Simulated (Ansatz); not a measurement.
BaTiO₃ (Amm2, No. 38, 5 atoms in the cell; start mp-5777) was calculated with r²SCAN+rVV10 in Ansatz (plane waves, PAW).

Settings: plane-wave cutoff 500 eV, 10×10×10 k mesh, Fermi–Dirac smearing 0.05 eV, no spin polarisation, scalar-relativistic PAW data made under PBE.

Cell (relaxed at this level):

Space group Amm2 (No. 38); a = 3.961 Å, b = 5.680 Å, c = 5.703 Å, α = β = γ = 90.00°

| atom | site | symmetry | x | y | z |
|---|---|---|---|---|---|
| Ba | 2a | mm2 | 0.0000 | 0.0000 | 0.0033 |
| Ti | 2b | mm2 | 0.5000 | 0.5000 | 0.0175 |
| O | 4e | m.. | 0.5000 | 0.2554 | 0.2354 |
| O | 2a | mm2 | 0.0000 | 0.0000 | 0.4883 |
(The calculation used a cell of 5 atoms; values per cell refer to that cell.)

Q: What does this level give for the band gap?

A: 
- band gap = 2.56 eV (on the SCF k mesh)

Note: the relaxation could not lower the start's symmetry, so the cell can be a saddle point above a distorted one.

Spin–orbit coupling is not included.

The computed numbers hold no vibrational or temperature effects.

The result took about 8 core-minutes (a rough figure).

A start named mp-… is a Materials Project structure, which need not be a measured phase.

Ansatz is a first-principles code.
